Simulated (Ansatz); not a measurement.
The starting structures come from a database of crystals and need not be the phases stable at ambient conditions.

 Where the default PAW files enter, the runs use the earlier of Ansatz's two default sets.

Inside the gap of an insulator the Bloch states are evanescent, with a wavenumber k + iκ along the transport direction.

Given:

```xyz
4
Lattice="4.3823 0.0000 0.0000 -2.1912 3.7952 0.0000 0.0000 0.0000 5.2500" Properties=species:S:1:pos:R:3 pbc="T T T"
Ba     0.0000     2.5301     0.5199
Al     0.0000     0.0000     3.3671
Ge     2.1912     1.2651     2.9019
H      0.0000     0.0000     5.1077
```

Space group of this cell: P3m1. The cell is taken as given; by r2SCAN its mean pressure is -1.0 GPa.

Transport runs along the normal of the first two printed cell vectors, the (001) plane of the conventional cell.

No gap correction and no spin-orbit coupling; mid-gap values are interpolated between computed energies.

Task: Give the band gap and the smallest decay constant κ at mid-gap that Ansatz (a first-principles code) with r2SCAN yields.

Result: Gap 1.07 eV on a 12×12×6 mesh; κ = 0.207 1/Å, at (0.417, 0.000) of the in-plane reciprocal vectors. At the zone centre, at the nearest computed energy, the slowest state has κ = 0.23 1/Å.
